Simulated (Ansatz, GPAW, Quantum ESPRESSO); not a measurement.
HfGeS (P4/nmm, 6 atoms in the cell) computed with different codes at matched settings

Self-consistent single point, at a second geometry (lattice scaled by 0.98). First geometry:

```
CELL_PARAMETERS angstrom
      3.59489     0.00000     0.00000
      0.00000     3.59489     0.00000
      0.00000     0.00000     7.89409
ATOMIC_POSITIONS crystal
  Hf 0.00000 0.50000 0.72619
  Hf 0.50000 0.00000 0.27381
  Ge 0.50000 0.50000 0.00000
  Ge 0.00000 0.00000 0.00000
  S  0.00000 0.50000 0.37986
  S  0.50000 0.00000 0.62014
```

Shared settings, as Ansatz (an electronic-structure program) writes them: kpoints.mp_grid.grid = 7 7 4; scf.occupations.method = fermi_dirac; scf.occupations.width = 0.05 eV. Potentials and cutoffs stand in the table.

| code | model | ΔF from the first geometry (meV/atom) | pressure (GPa) | largest force (eV/Å) | cutoff |
|---|---|---|---|---|---|
| Ansatz | LDA (PW92), PAW files made with PBE | 1.9 | 4.94 | 0.328 | 420 eV |
| GPAW | LDA (Perdew-Wang 92), GPAW PAW datasets LDA (gpaw-data 1.0.1) | 4.1 | 5.41 | 0.367 | 550 eV |
| Quantum ESPRESSO | LDA (PW92), PseudoDojo standard norm-conserving (LDA) pseudopotentials | -4.7 | 3.86 | 0.287 | 80 Ry |

Size of the force on each atom (eV/Å): Sizes of forces hide their directions.

```csv
code,Hf1,Hf2,Ge3,Ge4,S5,S6
Ansatz,0.328,0.328,0.000,0.000,0.160,0.160
GPAW,0.367,0.367,0.000,0.000,0.144,0.144
Quantum ESPRESSO,0.287,0.287,0.000,0.000,0.142,0.142
```

On Ansatz's run: spin-orbit coupling is off.

The spread over the programs that give each value: ΔF from the first geometry within 8.8 meV/atom; pressure within 1.55 GPa; largest force within 0.080 eV/Å.

Ansatz's pressure is given at a fixed set of plane waves, as the other plane-wave codes print theirs; with its correction for the finite basis it is 5.00 GPa. In the pressure, Quantum ESPRESSO (by 1.08) lies more than 1 GPa from the median of the plane-wave programs.

The starting cell comes from a database of computed structures (which also holds hypothetical and non-ambient phases and stackings), without a prior relaxation at this level. Its lattice was rescaled by a random factor within 2.5 % of one. For this run, on top of that: lattice scaled by 0.98.

Keys are those of Ansatz 0.2.
